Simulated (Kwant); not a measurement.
Kwant, Hückel tight-binding model, one pz orbital an atom, one spin, coherent transport at 0 K. Conductance is in e²/h.

Device: π system c1ccc(cc1)-c1ccccc1 between two chain leads. The π system is taken as planar. Atoms are numbered from 0 in the order of the SMILES. Site energies (eV, carbon 0): [0.0, 0.0, 0.0, 0.0, 0.0, 0.0, 0.0, 0.0, 0.0, 0.0, 0.0, 0.0]. Bonds (i, j, β in eV): (0,1,-2.7) (1,2,-2.7) (2,3,-2.7) (3,4,-2.7) (4,5,-2.7) (3,6,-2.7) (6,7,-2.7) (7,8,-2.7) (8,9,-2.7) (9,10,-2.7) (10,11,-2.7) (5,0,-2.7) (11,6,-2.7). Leads: chains of hopping −4.1 eV, joined by −1.4 eV to atoms 1 and 8.

Site energies and bond integrals are typed Hückel values.

Sweep values stay those of the base run.

One input was changed, with this effect: transmission at E = 0 < 1e-12 → 0.0078.

Task: Which change was it?
A) contacts moved from atoms [1, 8] to [1, 5]
B) contacts moved from atoms [1, 8] to [0, 2]
C) contacts moved from atoms [1, 8] to [0, 1]
D) contacts moved from atoms [1, 8] to [0, 9]
E) contacts moved from atoms [1, 8] to [2, 4]
F) contacts moved from atoms [1, 8] to [1, 2]

Result: D, contacts moved from atoms [1, 8] to [0, 9]
